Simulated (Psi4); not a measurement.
Psi4 1.11, HF/def2-svp: Sr(Cl)(SH)(NH3)2 ([NH3]->[Sr](<-[NH3])([SH])[Cl]), 12 atoms. The geometry is a generated start, not checked to be a minimum at this level.

| Item | Result |
|---|---|
| task | energy |
| method | scf |
| basis | def2-svp |
| memory | 3 GB |
| maxiter | 100 |
| keys of the molecule block | symmetry c1 |
| scf_type | df (default) |
| e_convergence | 1e-06 (default) |
| d_convergence | 1e-06 (default) |
| effective core potentials | those of the basis set, past Kr |
| basis functions | 122 |

```xyz
12

Sr    -1.0146     0.3979     0.7166
Cl    -1.4297     1.7788    -1.4279
S     -0.0063    -1.2075     2.6602
H     -0.5266    -0.6802     3.7540
N      1.6237     1.3383     0.3395
H      2.3150     1.1656     1.0653
H      1.5944     2.3352     0.1498
H      1.9425     0.8816    -0.5087
N     -1.1023    -1.4226    -1.4239
H     -1.7577    -2.1941    -1.5126
H     -0.2080    -1.7322    -1.7962
H     -1.4304    -0.6606    -2.0161
```

With the defaults (damping_percentage = 0, soscf = false, soscf_start_convergence = 0.01, diis_max_vecs = 10, guess = auto, which took SAD, level_shift = 0, level_shift_cutoff = 0.01, scf_initial_accelerator = adiis) it converges in 8 SCF iterations. One run each on 2 threads, with these changes:
- level_shift = 0.5, level_shift_cutoff = 0.001
- damping_percentage = 60
- level_shift = 0.1, level_shift_cutoff = 0.001
- diis_max_vecs = 3
- guess = modhuckel
- scf_initial_accelerator = ediis
- diis_max_vecs = 20
- soscf = true, soscf_start_convergence = 0.1
- guess = core

Task: Name the settings that don't reach the solution of the defaults.

Result: No convergence: damping_percentage = 60 (the run ends without SCF convergence in 100 iterations). The rest reach the solution of the defaults.

```tsv
setting	SCF iterations	JK calls	end
soscf = true, soscf_start_convergence = 0.1	5	16	same solution
the defaults	8	9	same solution
diis_max_vecs = 20	8	9	same solution
level_shift = 0.5, level_shift_cutoff = 0.001	8	9	same solution
scf_initial_accelerator = ediis	8	9	same solution
level_shift = 0.1, level_shift_cutoff = 0.001	8	9	same solution
guess = modhuckel	9	38	same solution
diis_max_vecs = 3	9	10	same solution
guess = core	14	14	same solution
damping_percentage = 60	100	101	no convergence
```

An SOSCF iteration holds several JK calls; a Hückel guess adds calls on atoms.
